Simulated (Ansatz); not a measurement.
Take Tb in the hcp (Mg type) structure (space group P6_3/mmc, No. 194; a = 3.4707 Å, c = 5.5709 Å; ferromagnetic) as the base.

All numbers come from PBEsol/PAW in Ansatz (a first-principles code), spin-orbit coupling left out, earlier PAW set.

Before the change:

Volume per atom: 29.06 Å³

Perturbation: Hf takes the place of Tb on all its sites, then cell and atoms are relaxed.

Tabulated Pauling electronegativity and covalent radius: Tb 1.10, 1.94 Å; Hf 1.30, 1.75 Å.

### Question
What does the calculation give for the volume per atom after the change?

### Answer
The volume per atom falls by 7.452 Å³ (29.06 Å³ → 21.60 Å³).

The magnetic state is the one reached from the starting moments; the real material's order can differ, and small cells can't hold many antiferromagnetic ones. Open 4f shells without U are poorly described, and the f state was not checked. Whether these cells are dynamically stable was not tested. Spin-polarised in the final run: base; the other runs are not.
